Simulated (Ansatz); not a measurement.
The starting structures come from a database of crystals and need not be the phases stable at ambient conditions.

By PBEsol, the system below comes out a metal.

Input:

```
Nb2SnC
1.0
    3.28321     0.00000     0.00000
   -1.64161     2.84334     0.00000
    0.00000     0.00000    13.76861
Nb Sn C
4 2 2
Direct
  0.33333   0.66667   0.08332
  0.66667   0.33333   0.91668
  0.66667   0.33333   0.58332
  0.33333   0.66667   0.41668
  0.33333   0.66667   0.75000
  0.66667   0.33333   0.25000
  0.00000   0.00000   0.00000
  0.00000   0.00000   0.50000
```

Space group of this cell: P6_3/mmc. The cell is taken as given; by PBEsol its mean pressure is -6.6 GPa.

The current flows along the normal of the first two printed cell vectors, the (001) plane of the conventional cell. No spin-orbit coupling; the value is a mean over 0.1 eV about the Fermi level.

Compute, with Ansatz (an electronic-structure program) with PBEsol, the ballistic conductance per area.

0.48 × 10¹⁵ S/m² for both spins.
